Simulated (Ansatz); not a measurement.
Base system: Mg in the diamond structure (space group Fd-3m, No. 227; a = 6.871 Å; a hypothetical phase, not in the database extracts checked).

(Cell as relaxed with PBE.)

Levels (all Ansatz, an electronic-structure program, PAW): PBE (420 eV, scalar-relativistic without spin-orbit coupling); PBEsol (420 eV, no spin-orbit coupling).

Each level relaxes its own structure.

```
base                      PBE    PBEsol
-------------------  --------  --------
volume per atom      40.55 Å³  39.01 Å³
lattice parameter a   6.871 Å   6.783 Å
band gap                 zero      zero
```

One thing is altered: a hydrostatic pressure of 0.7 GPa.

```json
[
 {"quantity": "volume per atom", "PBE": "38.24 Å³", "PBEsol": "36.97 Å³"},
 {"quantity": "band gap", "PBE": "zero", "PBEsol": "zero"}
]
```

PBE's volume per atom lies 1.27 Å³ above PBEsol's (3.4 %); the two agree on the band gap. Neither level is exact; PBEsol is the comparison here, not a measurement.

Load acts through the strain it causes; cell and atoms are relaxed under it. No phonon test of stability was made.
